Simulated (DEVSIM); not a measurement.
Structure: abrupt In0.53Ga0.47As p-n junction, at 250 K.

| layer (left to right) | material | thickness (μm) | Nd (cm⁻³) | Na (cm⁻³) | τn (s) | τp (s) |
|---|---|---|---|---|---|---|
| 1 | In0.53Ga0.47As | 1.50 | - | 2.8e15 | 2.2e-9 | 2.2e-9 |
| 2 | In0.53Ga0.47As | 23.0 | 1.8e14 | - | 2.2e-9 | 6.6e-11 |

Left contact: ohmic. Right contact: ohmic. Voltage is applied to the left contact. Recombination: SRH at mid-gap, Auger. Mobility is μmin + (μ − μmin)/(1 + (N/Nref)^α).

The device is made up for the run: typed textbook-type constants, with dimensions and the other settings drawn at random. Values at 300 K; Nc and Nv go as T^1.5, mobilities as T to minus their exponent, the gap by Varshni's rule with the affinity fixed.

| parameter | In0.53Ga0.47As |
|---|---|
| gap (eV) | 0.74 |
| affinity (eV) | 4.51 |
| permittivity | 13.9 |
| Nc (cm⁻³) | 2.1e17 |
| Nv (cm⁻³) | 7.7e18 |
| μn (cm²/Vs) | 12000 |
| μp (cm²/Vs) | 300 |
| μn,min | 300 |
| μp,min | 10 |
| Nref,n | 1.3e17 |
| Nref,p | 4.9e17 |
| αn | 0.48 |
| αp | 0.4 |
| T exponent of μn | 1.6 |
| T exponent of μp | 1.6 |
| Cn (cm⁶/s) | 5e-29 |
| Cp (cm⁶/s) | 5e-29 |
| Varshni α (eV/K) | 0.00035 |
| Varshni β (K) | 190 |

Simulated with DEVSIM: 1D drift-diffusion, Boltzmann statistics, complete ionisation; no tunnelling, impact ionisation, image-force lowering or self-heating.

Question: Tabulate band edges, carrier densities and field at 0.7 V on the left contact.

Answer: Energies count from the Fermi level of the right contact; mesh points crowd at the junctions.

| x (μm) | Ec (eV) | Ev (eV) | n (cm⁻³) | p (cm⁻³) | field (V/cm) |
|---|---|---|---|---|---|
| 0.000 | -0.110 | -0.865 | 210000 | 2.8e15 | 63 |
| 0.03207 | -0.110 | -0.865 | 3.0e12 | 2.8e15 | 63 |
| 0.1056 | -0.109 | -0.864 | 9.6e12 | 2.8e15 | 63 |
| 0.2740 | -0.108 | -0.863 | 2.4e13 | 2.8e15 | 62 |
| 0.8088 | -0.105 | -0.860 | 6.7e13 | 2.9e15 | 59 |
| 1.212 | -0.103 | -0.858 | 9.7e13 | 2.8e15 | 10 |
| 1.389 | -0.106 | -0.860 | 1.3e14 | 2.4e15 | -430 |
| 1.480 | -0.113 | -0.868 | 1.9e14 | 1.6e15 | -1500 |
| 1.505 | -0.118 | -0.872 | 2.4e14 | 1.3e15 | -1700 |
| 1.545 | -0.123 | -0.878 | 3.1e14 | 1.0e15 | -1200 |
| 1.639 | -0.131 | -0.885 | 4.5e14 | 6.6e14 | -480 |
| 1.966 | -0.134 | -0.888 | 5.5e14 | 3.9e14 | 87 |
| 2.629 | -0.125 | -0.880 | 4.1e14 | 2.4e14 | 140 |
| 4.188 | -0.101 | -0.856 | 2.3e14 | 4.6e13 | 160 |
| 9.961 | -0.029 | -0.783 | 1.8e14 | 3300000 | 120 |
| 17.74 | 0.065 | -0.690 | 1.8e14 | 3200000 | 120 |
| 21.64 | 0.112 | -0.643 | 1.8e14 | 3200000 | 120 |
| 23.30 | 0.132 | -0.623 | 1.8e14 | 3200000 | 120 |
| 24.12 | 0.142 | -0.613 | 1.8e14 | 3200000 | 120 |
| 24.35 | 0.144 | -0.610 | 1.8e14 | 3200000 | 120 |
| 24.45 | 0.146 | -0.609 | 1.8e14 | 3200000 | 120 |
| 24.50 | 0.146 | -0.608 | 1.8e14 | 3200000 | 120 |
